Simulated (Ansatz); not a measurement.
Levels about the gap of amorphous Ga24O38Ti (63 atoms in a cell of 785 Å³, 4.92 g/cm³; zone centre alone, so wide bands show as single levels with stretches between that a denser mesh fills), at the geometry that PBE relaxed, where it gives -0.1 GPa on a denser mesh. Exact exchange is cut at the faces of this small cell, which leaves a finite-size error. The participation number counts the atoms over which a state spreads; weights are charges in smoothed Voronoi cells. The levels come from a single point, so bond lengths are those of that geometry. Method of the levels: HSE06, scalar-relativistic without spin-orbit coupling (Ansatz, a program for electronic structure). Sampling: the zone centre alone; Fermi-Dirac width 0.02 eV; no spin polarisation.

The cell was made by melting and quenching with the CHGNet potential and then relaxed with DFT. O atoms were pushed apart under 1.9 Å during the dynamics, to hinder bonds among them. The hot cell started wider than the set density and was brought back towards it in steps. It is the lowest in DFT energy of 2 quenches. It is a model cell: composition and starting density were chosen by hand, and all elements were melted together. No dispersion term was used. Its density started from a set value of 4.92 and ended at 4.92 g/cm³. The quench (nominally 280 K/ps over its main leg) was far faster than any real one, so the model tends to hold more defects than a real film. Values belong to this one cell and scatter from quench to quench. The volume was held where the preparation left it and the shape relaxed, at a PBE pressure of -0.1 GPa (tension).

| E - E(highest filled), eV | filling | participation number | largest on | weight O | weight Ti | weight Ga |
|---|---|---|---|---|---|---|
| -0.21 | filled | 18.7 | O, 3 neighbours | 0.95 | 0.00 | 0.05 |
| -0.20 | filled | 24.4 | O, 3 neighbours | 0.94 | 0.00 | 0.06 |
| -0.16 | filled | 6.8 | O, 2 neighbours | 0.95 | 0.00 | 0.05 |
| -0.11 | filled | 14.5 | O, 2 neighbours | 0.95 | 0.00 | 0.05 |
| -0.09 | filled | 15.1 | O, 3 neighbours | 0.95 | 0.00 | 0.04 |
| -0.03 | filled | 14.0 | O, 2 neighbours | 0.95 | 0.00 | 0.05 |
| 0.00 | filled | 16.8 | O, 3 neighbours | 0.96 | 0.00 | 0.04 |
| 3.78 | empty | 57.7 | Ga, 5 neighbours | 0.52 | 0.01 | 0.47 |
| 5.98 | empty | 2.4 | Ti, 5 neighbours | 0.25 | 0.65 | 0.10 |
| 6.02 | empty | 2.5 | Ti, 5 neighbours | 0.26 | 0.63 | 0.11 |
| 6.25 | empty | 35.5 | Ti, 5 neighbours | 0.51 | 0.09 | 0.39 |
| 6.48 | empty | 39.0 | Ti, 5 neighbours | 0.55 | 0.07 | 0.39 |
| 6.73 | empty | 36.2 | Ga, 4 neighbours | 0.52 | 0.05 | 0.43 |
| 6.80 | empty | 5.0 | Ti, 5 neighbours | 0.37 | 0.43 | 0.20 |

Most localised among these is the empty level at +5.98 eV, on a Ti atom, which has 5 neighbours (O 1.76 Å, O 1.77 Å, O 1.99 Å, O 2.04 Å, O 2.07 Å).
